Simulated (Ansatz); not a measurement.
Start from TiC in the rock salt structure (space group Fm-3m, No. 225; a = 4.333 Å).

Method: PBE (Ansatz, a first-principles code), without spin-orbit coupling.

One change was made to it. Results:

| quantity | base | after |
|---|---|---|
| volume per atom | 10.17 Å³ | 9.99 Å³ |
| band gap | zero | zero |

### Question
What was done to the base?
A) pressure 15 GPa
B) pressure 4.5 GPa
C) pressure 0.9 GPa
D) pressure 2.1 GPa

### Answer
B, pressure 4.5 GPa. For comparison, the volume per atom in the other runs: pressure 0.9 GPa gives 10.13 Å³; pressure 2.1 GPa gives 10.09 Å³; pressure 15 GPa gives 9.64 Å³.

Load acts through the strain it causes; cell and atoms are relaxed under it. Stability against distortions was not tested. Competing high-pressure phases were not computed. All final runs are without spin polarisation.
